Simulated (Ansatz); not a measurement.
# CdS: energy against strain

CdS (zinc blende, F-43m, 23.846 Å³/atom at rest, cube axes along x, y and z) under a strain ε along a cube axis (axis z), the other axes held. LDA in Ansatz, a plane-wave DFT program (PAW, default set), 420 eV, 10×10×10 Γ-centred mesh, Fermi-Dirac smearing 0.05 eV; ions are relaxed within the symmetry of each cell.

Here s stands for strain and y for E less E0.

| strain (%) | E less E0 (meV/atom) |
|---|---|
| -1.50 | 1.38 |
| -1.00 | 0.61 |
| -0.50 | 0.15 |
| 0.00 | 0.00 |
| 0.50 | 0.15 |
| 1.00 | 0.61 |
| 1.50 | 1.36 |
| 3.00 | ? |

Fit y of the 7 rows that show it with a parabola. Least squares gives y = -0.001 - 0.0043·s + 0.6095·s². Residuals (row less fit): 0.003, -0.003, -0.004, 0.001, 0.001, 0.006, -0.004; standard error 0.004 (degrees of freedom: 4). Twice the quadratic coefficient over the volume, 2 × 0.6095 meV × 10⁴ × 0.1602 / 23.846 Å³, is the elastic constant C11 = 82 ± 0.3 GPa.

**Question.** What does the fit predict for y at s = 3.00, and how far is the calculated value from it?

**Answer.** y = -0.001 - 0.0043 × 3.0 + 0.6095 × 3.0² = 5.472 meV/atom. The calculation gives 5.36 meV/atom, 0.112 meV/atom below the prediction (2.1 % of the range of y in the table). The row lies outside the fitted rows, so this is an extrapolation. The fitted rows scatter only by rounding.

One order more, fitted to all 13 runs of the series, follows each within 0.01, so the miss is the next term of a smooth law. CdS is here a metastable form; wurtzite is the usual one. Rows are the converged runs of the series near zero and its far end; series whose fitted rows scatter by over a few per cent of the range, as at a crossing or softening among them, aren't shown in this form. Most that stay on the fit to the last digits aren't either.
